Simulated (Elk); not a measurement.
# How a calculation on Ge (Fd-3m, 2 atoms in the cell) responds to its settings

```
Ge
1.0
    0.00000     2.86580     2.86580
    2.86580     0.00000     2.86580
    2.86580     2.86580     0.00000
Ge
2
Direct
  0.50000   0.50000   0.50000
  0.75000   0.75000   0.75000
```

Base run A: PBE, all-electron FP-LAPW, Elk's shipped species files, APW+lo basis with extra local orbitals in Elk 10.2.4, self-consistent single point.

Its settings: xctype = 20; rgkmax = 8; stype = 1; swidth = 0.00499791 Ha; ngridk = 9 9 9; tforce = true; gmaxvr = 18 1/bohr; lmaxapw = 10; lmaxo = 8; nxlo = 2; lorbcnd = true; lradstp = 2; nrmtscf = 2; rmtscf = 0.92; lmaxi = 4; maxscl = 100.

The starting cell comes from a database of computed structures (which also holds hypothetical and non-ambient phases and stackings), without a prior relaxation at this level. Its lattice was rescaled by a random factor within 2.5 % of one. Values depend on the basis (sphere radii, cutoffs, local orbitals), which need not be converged.

ΔE is the total energy (no entropy term) per atom less that of run A. 

Runs:
- B: swidth = 7.34986e-05 Ha
- C: swidth = 0.000367493 Ha
- D: swidth = 0.000918733 Ha
- E: swidth = 0.00183747 Ha
- F: swidth = 0.00367493 Ha
- G: swidth = 0.0055124 Ha
- H: swidth = 0.00734986 Ha
- I: swidth = 0.0110248 Ha
- J: swidth = 0.0183747 Ha
- K: swidth = 0.0293995 Ha

### Question
What does run K change against A?

### Answer
The total energy falls by 20.3 meV/atom.

### Question
What does run J change against A?

### Answer
The total energy goes down by 1.8 meV/atom.

```json
[
 {"run": "A", "ΔE (meV/atom)": "0.00"},
 {"run": "B", "ΔE (meV/atom)": "0.06"},
 {"run": "C", "ΔE (meV/atom)": "0.06"},
 {"run": "D", "ΔE (meV/atom)": "0.06"},
 {"run": "E", "ΔE (meV/atom)": "0.04"},
 {"run": "F", "ΔE (meV/atom)": "0.08"},
 {"run": "G", "ΔE (meV/atom)": "-0.11"},
 {"run": "H", "ΔE (meV/atom)": "-0.32"},
 {"run": "I", "ΔE (meV/atom)": "0.08"},
 {"run": "J", "ΔE (meV/atom)": "-1.82"},
 {"run": "K", "ΔE (meV/atom)": "-20.3"}
]
```
